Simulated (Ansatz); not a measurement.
Structures of equal composition on the (111) surface of diamond (C plane on top): 2x2 C adatom at H3; 2x2 C adatom at T1; 2x2 C adatom at T4. The slabs share one bottom face, and each structure is named by its start. These are constructed structures in small cells; real faces may alloy, dewet or reconstruct in larger ones, and not all known structures of the face are among them. Slabs of about 9 Å, Fermi-Dirac smearing of 0.025 eV. Bottom of the slabs: H caps. Relaxed from the named starts with such symmetry as they have, on meshes of like density; energies extrapolated to zero smearing; spin only where a row says so; no spin-orbit coupling, no U. Brackets mark spin-polarised runs, whose order is one that fits the cell. Where a second, spin-polarised start was run, the lower counts.

Computed with PBE (plane waves to 420 eV, PAW; Ansatz, a quantum-chemistry and plane-wave program).

**Question.** Rank these by energy per 1x1 cell (lowest first), as PBE gives it.

**Answer.** 2x2 C adatom at T4 (0.000 eV, a narrow gap of 0.12 eV by band count), 2x2 C adatom at H3 (0.020 eV, a narrow gap of 0.10 eV by band count), 2x2 C adatom at T1 (0.586 eV [spin, 1.0 μB a cell], no gap on the mesh)
